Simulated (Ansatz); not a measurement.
The starting structures come from a database of crystals and need not be the phases stable at ambient conditions.

The decay constant κ of evanescent states in the gap governs leakage through a thin film.

```
GaBO3
1.0
    4.57636     0.00000     0.00000
    0.00000    14.21380     0.00000
    2.28818     4.73793     1.32108
Ga B O
2 2 6
Cartesian
  0.00000   7.10690   0.00000
  0.00000   0.00000   0.00000
  0.00000  10.66035   0.00000
  2.28818   8.29138   1.32108
  1.59919   1.18448   0.12772
  5.26535  17.76725   1.19336
  1.37798  10.66035   0.00000
  5.48656   8.29138   1.32108
  3.88737  10.66035   1.19336
  2.97717   8.29138   0.12772
```

Space group of this cell: R-3c. The cell is taken as given; by PBEsol its mean pressure is 0.7 GPa.

Transport runs along the normal of the first two printed cell vectors, the (100) plane of the conventional cell.

The gap is the functional's own, uncorrected, and κ follows it; spin-orbit coupling is left out. Mid-gap values are interpolated between the computed energies.

Estimate the band gap and the smallest decay constant κ at mid-gap that PBEsol (Ansatz, a quantum-chemistry and plane-wave program) returns for this system.

Gap 4.18 eV on a 22×22×22 mesh; κ = 0.343 1/Å, at the zone centre.
